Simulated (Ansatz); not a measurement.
**Ta₃Sn (model structure, started from the D03 type, Fm-3m, No. 225, 4 atoms in the cell)**

Computed with LDA (Ansatz, a program for electronic structure, PAW).

Run with plane-wave cutoff 520 eV, 14×14×14 k mesh, Fermi–Dirac smearing 0.05 eV, scalar-relativistic PAW data made under PBE.

Cell (relaxed at this level):

```
SnTa3
1.0
    0.00000     3.29062     3.29062
    3.29062     0.00000     3.29062
    3.29062     3.29062     0.00000
Sn Ta
1 3
Cartesian
  0.00000   0.00000   0.00000
  3.29062   3.29062   3.29062
  1.64531   1.64531   1.64531
  4.93593   4.93593   4.93593
```

| Property | Result |
|---|---|
| band gap | none |
| bulk modulus | 200 GPa |

Note: the bulk modulus is −V dP/dV from two relaxed cells at ±2 % in volume; the relaxation could raise the start's symmetry but not lower it, so the cell can be a saddle point.

Spin–orbit coupling is not included.

A model structure was made by putting elements into a prototype or built by hand; it is no filed structure, need not be a known phase, and can be a saddle point held by its symmetry.
